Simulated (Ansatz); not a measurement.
**Fermi-surface data of Mo3Si under load (space group P4_2/mmc)**

Data:

```xyz
8
Lattice="4.8787 0.0000 0.0000 0.0000 4.8787 0.0000 0.0000 0.0000 4.8519" Properties=species:S:1:pos:R:3 pbc="T T T"
Si     2.4393     2.4393     2.4260
Si     0.0000     0.0000     0.0000
Mo     0.0000     2.4393     1.2130
Mo     0.0000     2.4393     3.6389
Mo     1.2194     0.0000     2.4260
Mo     3.6593     0.0000     2.4260
Mo     2.4393     1.2200     0.0000
Mo     2.4393     3.6587     0.0000
```

Level of theory: PBEsol, rigid bands (plane waves, PAW, scalar-relativistic; Ansatz, a quantum-chemistry and plane-wave program). Condition of this run: biaxial stress xx = yy = -2 GPa (compression positive) (the target of the relaxation). How the cell was made: cell and atoms relaxed with PBEsol, then loaded as said.

```json
{
 "density of states at the Fermi level": "3.58 states/(eV·cell), both spins",
 "bare Sommerfeld coefficient": "1.06 mJ/(mol of atoms·K²)",
 "drude_plasma_energy": "5.7 eV",
 "root-mean-square Fermi velocity": "6.4e5 m/s",
 "resistivity times τ": "14.9 ×10⁻²² Ω·m·s"
}
```

A metal at this level (no band gap); rigid bands, thermally averaged at 300 K, both spins. Spin-orbit coupling is left out. τ is one relaxation time for all states.

Computed structure with no diffraction record at hand here (it may be known, metastable or hypothetical): Mo3Si under load (space group P4_2/mmc).
